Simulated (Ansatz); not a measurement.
Base system: BN (space group P6_3/mmc, No. 194; a = 2.506 Å, c = 6.615 Å; layered, stacked along the Cartesian z axis).

All numbers come from PBE-D3(BJ) (Ansatz, a quantum-chemistry and plane-wave program), spin-orbit coupling left out.

Base values:

| Item | Result |
|---|---|
| Gap between the host's bands | 4.24 eV |
| Gap character | indirect, k = (0.296, 0.296, 0) in the run's primitive reciprocal basis → M |

Now apply this change: 0.0360 electrons added to each cell, a density of 1.0×10^21 cm⁻³, with a uniform compensating background at fixed cell and a 300 K Fermi–Dirac width.

Question: What does the calculation give for the Fermi level from band edge after the change?

Answer: The Fermi level relative to the doped band's edge (positive inside the band; to 0.05 eV) amounts to +0.15 eV.

Question: Predict the new gap between the host's bands.

Answer: The gap between the host's bands stays essentially unchanged (4.24 eV against 4.23 eV).

Question: How does this affect the gap character?

Answer: The gap character is still indirect, k = (0.296, 0.296, 0) in the run's primitive reciprocal basis → M.

Charged cell with a jellium background: band edges are those of the host's band count, energies are not comparable with the neutral cell, and many-body gap narrowing is missing. No phonon test of stability was made.
